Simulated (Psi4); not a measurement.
Psi4 1.11, WB97X/def2-tzvp: Zr(NH2)3(H) ([NH2][ZrH]([NH2])[NH2]), 11 atoms. The geometry is a generated start, not checked to be a minimum at this level.

```
Quantity                                              Value
--------------------------  -------------------------------
task                                                 energy
method                                                wb97x
basis                                             def2-tzvp
memory                                                 3 GB
maxiter                                                 100
keys of the molecule block                      symmetry c1
scf_type                                       df (default)
e_convergence                               1e-06 (default)
d_convergence                               1e-06 (default)
dft_radial_points                              75 (default)
dft_spherical_points                          302 (default)
effective core potentials   those of the basis set, past Kr
basis functions                                         175
grid points                                          238833
```

```xyz
11

Zr    -0.2890    -0.3191    -0.4206
N      1.6268    -0.4823    -1.1418
H      2.1773    -1.2069    -0.6566
H      2.2210     0.3574    -1.1526
N     -0.1837    -0.9423     1.5311
H     -0.6981    -1.7852     1.8172
H     -0.2658    -0.2732     2.3046
N     -0.7143     1.6852    -0.2717
H     -1.3248     2.0314     0.4802
H     -1.0030     2.1781    -1.1301
H     -1.5466    -1.2430    -1.3596
```

Charge 0 and multiplicity 1 are set for this test and not shown to be the ground state.

With the defaults (diis = true, scf_initial_accelerator = adiis, damping_percentage = 0, diis_max_vecs = 10, guess = auto, which took SAD, level_shift = 0, level_shift_cutoff = 0.01) it converges in 9 SCF iterations. One run each on 2 threads, with these changes:
- guess = modhuckel
- damping_percentage = 60
- diis = false, scf_initial_accelerator = none, damping_percentage = 60
- diis_max_vecs = 3
- guess = huckel
- level_shift = 0.5, level_shift_cutoff = 0.001
- damping_percentage = 20
- diis_max_vecs = 20
- guess = sapgau

### Question
Which of these changes keep the SCF from converging, or lead it to another solution?

### Answer
No convergence: diis = false, scf_initial_accelerator = none, damping_percentage = 60 (the run ends without SCF convergence in 100 iterations). The rest reach the solution of the defaults.

```
setting                                                                SCF iterations             end
---------------------------------------------------------------------  --------------  --------------
the defaults                                                                        9   same solution
diis_max_vecs = 20                                                                  9   same solution
level_shift = 0.5, level_shift_cutoff = 0.001                                       9   same solution
guess = modhuckel                                                                  10   same solution
guess = huckel                                                                     10   same solution
diis_max_vecs = 3                                                                  12   same solution
guess = sapgau                                                                     15   same solution
damping_percentage = 20                                                            18   same solution
damping_percentage = 60                                                            72   same solution
diis = false, scf_initial_accelerator = none, damping_percentage = 60             100  no convergence
```
